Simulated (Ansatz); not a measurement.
Levels about the gap of amorphous Si24O51Gd2 (77 atoms in a cell of 1163 Å³, 2.58 g/cm³; zone centre alone, so wide bands show as single levels with stretches between that a denser mesh fills), at the geometry that PBE relaxed, where it gives 0.5 GPa on a denser mesh. The participation number counts the atoms over which a state spreads; weights are charges in smoothed Voronoi cells. The levels come from a single point, so bond lengths are those of that geometry. Method of the levels: PBE, scalar-relativistic without spin-orbit coupling (Ansatz, an electronic-structure program). Sampling: the zone centre alone; Fermi-Dirac width 0.01 eV; collinear spin, started from moments on atoms; no Hubbard U, moments started parallel, and no other order was tried (at the end a net moment of 14.0 μB). In the spin-polarised cell the level spacing at the Fermi energy can part levels of unlike spin. At PBE the levels at both edges of the gap are localised (band-tail or defect states), and the nearest spread-out levels lie 5.2 eV apart at the zone centre.

The cell was made by melting and quenching with the CHGNet potential and then relaxed with DFT. O atoms were pushed apart under 1.9 Å during the dynamics, to hinder bonds among them. The hot cell started wider than the set density and was brought back towards it in steps. It is the lowest in DFT energy of 3 quenches. It is a model cell: composition and starting density were chosen by hand, and all elements were melted together. No dispersion term was used. Its density started from a set value of 2.58 and ended at 2.58 g/cm³. Cooling (nominally 480 K/ps over its main leg) ran many orders faster than in experiment, which tends to leave more defects and strain. A cell of this size samples the disorder only roughly. The volume was held where the preparation left it and the shape relaxed, at a PBE pressure of 0.5 GPa. Stress components on the final sampling reach 0.5 GPa.

| E - E(highest filled), eV | filling | spin | participation number | largest on | weight Gd | weight O | weight Si |
|---|---|---|---|---|---|---|---|
| -0.33 | filled | dn | 4.0 | O, 2 neighbours | 0.02 | 0.94 | 0.04 |
| -0.30 | filled | up | 8.4 | O, 2 neighbours | 0.11 | 0.85 | 0.04 |
| -0.26 | filled | up | 5.4 | O, 2 neighbours | 0.09 | 0.87 | 0.04 |
| -0.23 | filled | dn | 3.9 | O, 2 neighbours | 0.02 | 0.94 | 0.04 |
| -0.12 | filled | up | 3.9 | O, 2 neighbours | 0.08 | 0.87 | 0.04 |
| -0.05 | filled | dn | 3.7 | O, 2 neighbours | 0.02 | 0.94 | 0.05 |
| 0.00 | filled | up | 3.6 | O, 2 neighbours | 0.05 | 0.90 | 0.05 |
| 2.42 | empty | dn | 1.0 | Gd, 5 neighbours | 0.98 | 0.02 | 0.00 |
| 2.43 | empty | dn | 1.0 | Gd, 5 neighbours | 0.98 | 0.02 | 0.00 |
| 2.47 | empty | dn | 1.0 | Gd, 5 neighbours | 0.98 | 0.02 | 0.00 |
| 2.48 | empty | dn | 1.0 | Gd, 5 neighbours | 0.98 | 0.02 | 0.00 |
| 2.55 | empty | dn | 1.1 | Gd, 5 neighbours | 0.97 | 0.03 | 0.00 |
| 2.66 | empty | dn | 1.1 | Gd, 5 neighbours | 0.96 | 0.03 | 0.00 |
| 2.67 | empty | dn | 1.1 | Gd, 5 neighbours | 0.96 | 0.04 | 0.00 |

Most localised among these is the empty level at +2.48 eV, on a Gd atom, which has 5 neighbours (O 2.11 Å, O 2.23 Å, O 2.44 Å, O 2.55 Å, O 2.56 Å).
